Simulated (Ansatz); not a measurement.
Data:

```
CaO
1.0
    0.00000     2.38357     2.38357
    2.38357     0.00000     2.38357
    2.38357     2.38357     0.00000
Ca O
1 1
Direct
  0.00000   0.00000   0.00000
  0.50000   0.50000   0.50000
```

Method: PBE, rigid bands (plane waves, PAW, scalar-relativistic; Ansatz, a program for electronic structure). Geometry: cell and atoms relaxed with PBEsol.

Problem. What conductivity effective mass do dilute electrons have at 300 K?

Solution. 0.57 mₑ.

Problem. Predict the hole conductivity mass (n e² τ/σ) at 300 K, by direction if it differs.

Solution. 1.37 mₑ.

Problem. And the band gap?

Solution. 3.65 eV at this level; semilocal functionals usually fall short of the measured gap.

Rigid bands, one relaxation time for all states, no polarons. Spin-orbit coupling is left out; where it splits the top of the valence band it changes the hole mass and lowers the gap by about a third of the splitting. Geometry: cell and atoms relaxed with PBEsol.
